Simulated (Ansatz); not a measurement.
Ansatz (a first-principles code) run on BeSe (F-43m, 2 atoms in the cell): self-consistent single point.

Level of theory: PBE, harder PAW files (source: ansatz) (plane waves; Ansatz).

The change in words: lattice scaled by 0.98; basis.ecutwfc: 30.9 Ry → 84.5 Ry; hamiltonian.pseudopotentials: {kind: paw} (the program's default PAW files) → {kind: paw, source: ansatz}. Reference geometry:
```
CELL_PARAMETERS angstrom
      0.00000     2.55715     2.55715
      2.55715     0.00000     2.55715
      2.55715     2.55715     0.00000
ATOMIC_POSITIONS crystal
  Be 0.00000 0.00000 0.00000
  Se 0.25000 0.25000 0.25000
```

Reference input (self-consistent single point, DFT, PBE, plane waves, default PAW files): basis.ecutwfc = 30.9 Ry; kpoints.mp_grid.grid = 8 8 8; hamiltonian.xc = pbe; hamiltonian.pseudopotentials = {kind: paw} (the program's default PAW files); scf.occupations.method = fermi_dirac; scf.occupations.width = 0.0015 Ry. This run's input differs from it in these lines:

Ansatz 0.2 input:
```diff
@@ -3,5 +3,5 @@
   lattice:
-    - [0.000000, 2.557150, 2.557150]
-    - [2.557150, 0.000000, 2.557150]
-    - [2.557150, 2.557150, 0.000000]
+    - [0.000000, 2.506007, 2.506007]
+    - [2.506007, 0.000000, 2.506007]
+    - [2.506007, 2.506007, 0.000000]
   atoms:
@@ -10,3 +10,3 @@
 basis:
-  ecutwfc: 30.9 Ry
+  ecutwfc: 84.5 Ry
 kpoints:
@@ -15,3 +15,3 @@
   xc: pbe
-  pseudopotentials: { kind: paw }
+  pseudopotentials: { kind: paw, source: ansatz }
 scf:
```

Log, with long lists cut:

```
SCF iter   1: F=—  HF=-5872.899962 eV  |F-HF|=—  |Δ(HF+E_count)|=         —  Δρ=4.97e-2  dr2=9.07e-1  ethr=3.10e-3  ⟨swp⟩=5.9  Hψ=2436  notcnv=0
all-band conjugate gradients solve this SCF's bands
preconditioner: auto → none
SCF iter   2: F=—  HF=-5872.609630 eV  |F-HF|=—  |Δ(HF+E_count)|=   2.90e-1  Δρ=1.78e-2  dr2=9.17e-2  ethr=3.10e-3  ⟨swp⟩=3.0  Hψ=824  notcnv=0
SCF iter   3: F=—  HF=-5872.592890 eV  |F-HF|=—  |Δ(HF+E_count)|=   1.67e-2  Δρ=4.83e-3  dr2=4.49e-3  ethr=4.59e-4  ⟨swp⟩=2.3  Hψ=656  notcnv=0
SCF iter   4: F=—  HF=-5872.592843 eV  |F-HF|=—  |Δ(HF+E_count)|=   4.70e-5  Δρ=1.24e-3  dr2=3.18e-4  ethr=2.24e-5  ⟨swp⟩=2.4  Hψ=801  notcnv=0
SCF iter   5: F=—  HF=-5872.592953 eV  |F-HF|=—  |Δ(HF+E_count)|=   1.11e-4  Δρ=2.31e-4  dr2=9.46e-6  ethr=1.59e-6  ⟨swp⟩=2.1  Hψ=532  notcnv=0
SCF iter   6: F=—  HF=-5872.592975 eV  |F-HF|=—  |Δ(HF+E_count)|=   2.18e-5  Δρ=2.08e-5  dr2=5.62e-8  ethr=5.00e-10  ⟨swp⟩=4.4  Hψ=2024  notcnv=0
SCF iter   7: F=-5872.592975 eV  HF=-5872.592975 eV  |F-HF|=5.24e-10  |Δ(HF+E_count)|=   1.24e-7  Δρ=1.18e-6  dr2=3.22e-10  ethr=2.81e-10  ⟨swp⟩=2.0  Hψ=1334  notcnv=0
SCF 1 converged in 7 iterations: F = -5872.592975 eV  dr2 = 3.22e-10
Free energy (F): -5872.592975 eV
Internal energy: -5872.592975 eV  (E = F + TS)
E sigma→0 (E₀):  -5872.592975 eV
Fermi energy:    10.077366 eV
--- Forces (eV/Å), atoms counted from 1 ---
  atom   1  Be     0.00000000    -0.00000000     0.00000000
  atom   2  Se     0.00000000     0.00000000     0.00000000
--- Stress (GPa, compression-positive) ---
        8.853027       0.000000      -0.000000
        0.000000       8.853027       0.000000
       -0.000000       0.000000       8.853027
  P = ⅓ Tr σ = 8.8530 GPa (88.530 kbar)
  The stress holds the Pulay correction. Without it, at fixed plane waves, as pw.x and ABINIT print it: P = 8.8478 GPa
```

The run converged in 7 iterations. Against the reference run the pressure goes from 2.99 to 8.85 GPa and the gap on the mesh goes from 2.595 to 2.451 eV.

The starting cell has typed, rounded lattice constants, without a prior relaxation at this level. Its lattice was rescaled by up to half a per cent. For this run, on top of that: lattice scaled by 0.98. Ansatz's pressure includes its estimate of the finite-basis (Pulay) stress.
